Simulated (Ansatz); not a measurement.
Take ZnS in the zinc blende structure (space group F-43m, No. 216; a = 5.443 Å) as the base. Axes: x, y, z lie along the cube axes.

Calculations: PBE in Ansatz (plane waves to 420 eV, PAW, without spin-orbit coupling).

Modification: the cell is scaled by 1.0188 in all directions, atoms relaxed at fixed cell.

Problem. Predict the stress tensor and what it implies for the stiffness.

Solution. Stress of the strained cell less that of the base (GPa, compression positive):
```
  -3.43    0.00    0.00
   0.00   -3.43    0.00
   0.00    0.00   -3.43
```

Then B = −ΔP/(ΔV/V₀) with ΔV/V₀ = 0.0575 gives secant stiffness values (nonlinear terms included at this strain): B ≈ 60 GPa.

As a check, the harmonic strain energy −½ V₀ Δσ:ε is 12 meV/atom; the computed energy rise is 13 meV/atom.

No phonon test of stability was made.

Ansatz is an electronic-structure program.
